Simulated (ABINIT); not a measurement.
ABINIT run on Si (Fd-3m, 2 atoms in the cell): self-consistent single point.

Computed with PBE, norm-conserving pseudopotentials (PseudoDojo nc-sr-05 PBE standard) (plane waves; ABINIT).

The change in words: lattice scaled by 0.98. Reference geometry:
```yaml
crystal:
  lattice:
    - [0.00000, 2.72185, 2.72185]
    - [2.72185, 0.00000, 2.72185]
    - [2.72185, 2.72185, 0.00000]
  atoms:
    - { symbol: Si, position: [0.25000, 0.25000, 0.25000] }
    - { symbol: Si, position: [0.00000, 0.00000, 0.00000] }
```

Reference input (self-consistent single point, DFT, PBE, plane waves, norm-conserving pseudopotentials (PseudoDojo nc-sr-05 PBE standard)): pseudos = [Si.upf]; ecut = 36 Ry; ixc = 11; occopt = 3; tsmear = 0.00183747 Ha; ngkpt = 8 8 8; nshiftk = 1; shiftk = 0 0 0; potentials = PseudoDojo nc-sr-05 PBE standard; nband = 9; kptopt = 1; nstep = 60. This run's input differs from it in these lines:

```diff
@@ -3,3 +3,3 @@
 pseudos "Si.upf"
-acell 7.2740796569 7.2740796569 7.2740796569
+acell 7.1285980638 7.1285980638 7.1285980638
 rprim
@@ -7,3 +7,3 @@
          0.7071067812    0.0000000000    0.7071067812
-         0.7071067812    0.7071067812   -0.0000000000
+         0.7071067812    0.7071067812    0.0000000000
 natom 2
```

Output (repeated stretches shortened):

```
--- !BeginCycle
solver: {iscf: 7, nstep: 60, nline: 4, wfoptalg: 0, }
tolerances: {tolvrs: 1.00E-11, }
...

     iter   Etot(hartree)      deltaE(h)  residm     vres2
 ETOT  1  -8.4542804687455    -8.454E+00 1.709E-02 7.876E+00
 ETOT  2  -8.4599513195700    -5.671E-03 1.717E-03 2.505E-01
 ETOT  3  -8.4600103252736    -5.901E-05 3.990E-04 2.879E-03
 ETOT  4  -8.4600106404279    -3.152E-07 6.310E-04 1.769E-04
 ETOT  5  -8.4600106616460    -2.122E-08 1.565E-04 1.355E-06
 ETOT  6  -8.4600106617791    -1.331E-10 1.440E-04 1.370E-08
 ETOT  7  -8.4600106617809    -1.876E-12 5.973E-05 1.138E-10
 ETOT  8  -8.4600106617810    -9.415E-14 8.089E-05 6.452E-13
 At SCF step    8       vres2   =  6.45E-13 < tolvrs=  1.00E-11 =>converged.

 Cartesian components of stress tensor (hartree/bohr^3)
  sigma(1 1)= -2.61771901E-04  sigma(3 2)=  0.00000000E+00
  sigma(2 2)= -2.61771901E-04  sigma(3 1)=  0.00000000E+00
  sigma(3 3)= -2.61771901E-04  sigma(2 1)=  0.00000000E+00

 ----iterations are completed or convergence reached----

 reduced coordinates (array xred) for    2 atoms
       0.250000000000      0.250000000000      0.250000000000
       0.000000000000      0.000000000000      0.000000000000
 cartesian forces (eV/Angstrom) at end:
    1     -0.00000000000000    -0.00000000000000     0.00000000000000
    2      0.00000000000000     0.00000000000000    -0.00000000000000
 frms,max,avg= 1.5794126E-29 2.1459991E-29   0.000E+00  0.000E+00  0.000E+00 e/A
   [... lines left out ...]
 Fermi (or HOMO) energy (hartree) =   0.18589   Average Vxc (hartree)=  -0.34885
   [... lines left out ...]
total_energy        : -8.46001066178103E+00
total_energy_eV     : -2.30208597577416E+02
band_energy         : -1.19878962045851E-01
...

-Cartesian components of stress tensor (GPa)         [Pressure=  7.7016E+00 GPa]
- sigma(1 1)= -7.70159394E+00  sigma(3 2)=  0.00000000E+00
- sigma(2 2)= -7.70159394E+00  sigma(3 1)=  0.00000000E+00
- sigma(3 3)= -7.70159394E+00  sigma(2 1)=  0.00000000E+00

 Calculation completed.
```

The run converged in 8 iterations. Against the reference run the free energy rises by 32.1 meV/atom, the pressure goes from 1.25 to 7.70 GPa and the gap on the mesh goes from 0.625 to 0.521 eV.

The starting cell comes from a database of computed structures (which also holds hypothetical and non-ambient phases and stackings), without a prior relaxation at this level. For this run, on top of that: lattice scaled by 0.98. With a pressure of about 8 GPa the cell is away from its equilibrium volume at this level.
